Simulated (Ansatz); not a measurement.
Consider HfO₂ in the fluorite structure (space group Fm-3m, No. 225).

```yaml
crystal:
  lattice:
    - [0.00000, 2.52945, 2.52945]
    - [2.52945, 0.00000, 2.52945]
    - [2.52945, 2.52945, 0.00000]
  atoms:
    - { symbol: Hf, position: [0.00000, 0.00000, 0.00000] }
    - { symbol: O, position: [0.25000, 0.25000, 0.25000] }
    - { symbol: O, position: [0.75000, 0.75000, 0.75000] }
```

Cartesian axes are those of the cell as printed.

All numbers come from plane-wave PAW DFT at the r2SCAN level (Ansatz, a quantum-chemistry and plane-wave program, 500 eV), spin-orbit coupling left out, earlier PAW set.

Strains are applied to the cell and any free atomic positions relax.

One change was made to it. Results:

The shortest interatomic distance decreases by 0.0371 Å to 2.153 Å; the energy increases by 13 meV/atom.

Which of these changes matches the shifts?
A. uniaxial strain ε_zz = −1.43 %
B. tensor shear ε_yz = −3.62 %
C. uniaxial strain ε_yy = +0.79 %

B, tensor shear ε_yz = −3.62 %. For comparison, the energy relative to the base in the other runs: uniaxial strain ε_yy = +0.79 % gives +1.2 meV/atom; uniaxial strain ε_zz = −1.43 % gives +4.2 meV/atom.

Stability against distortions was not tested. This is not the structure that HfO2 has at room temperature and ambient pressure.
